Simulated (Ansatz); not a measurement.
Method: PBE (plane waves to 420 eV, PAW; Ansatz, a program for electronic structure).

Electrostatic potential energy of an electron, averaged over planes parallel to the surface, in eV from the Fermi level, for a constructed model of the (100) surface of fcc Pt, a pseudomorphic layer of Zn in the host's stacking (bottom of the slab: a bare face, its two planes held):

```
z (Å)  V (eV)
-----  ------
3.79     5.67
4.08     5.67
4.38     5.67
4.67     5.66
4.96     5.66
5.25     5.65
5.54     5.62
5.83     5.57
6.12     5.43
6.42     5.14
6.71     4.45
7.00     2.87
7.29    -1.34
7.58    -9.65
7.88   -17.03
8.17   -19.29
8.46   -15.48
8.75    -7.90
9.04    -2.37
9.33    -4.65
9.62   -12.32
9.92   -18.47
10.21  -19.39
10.50  -14.70
10.79   -6.98
11.08   -2.65
11.38   -6.53
11.67  -14.28
11.96  -19.31
12.25  -18.78
12.54  -12.93
12.83   -5.29
13.12   -2.76
13.42   -8.18
13.71  -15.78
14.00  -19.67
14.29  -17.80
14.58  -11.07
14.88   -3.90
15.17   -3.14
15.46   -9.61
15.75  -16.83
16.04  -19.68
16.33  -16.61
16.62   -9.20
16.92   -2.54
17.21   -2.43
17.50   -8.97
17.79  -16.54
18.08  -19.98
18.38  -17.57
18.67  -10.89
18.96   -5.45
19.25   -6.71
19.54   -9.64
19.83  -10.62
20.12   -8.44
20.42   -4.10
20.71    0.24
21.00    2.02
21.29    2.91
21.58    3.37
21.88    3.60
22.17    3.72
22.46    3.78
22.75    3.82
23.04    3.83
23.33    3.84
23.62    3.85
23.92    3.85
24.21    3.85
```

Set-up: 7 atoms, 11.8 Å thick at the start; mesh 13x13x1; 0.1 eV smearing; dipole correction on; 2 atoms held, the rest relaxed; held to the start's symmetry, so lower structures may exist; no spin, no spin-orbit, no U. It is one candidate, not shown to be the stable structure of the face.

Task: The surface cell has an area of 7.88 Å². What dipole along the normal does the step between the two vacuum levels imply?

Result: the top vacuum level lies 1.82 eV below the bottom one; p = −ε₀ A ΔV (ε₀ = 0.005526 e/(V·Å)) gives 0.08 e·Å a cell.
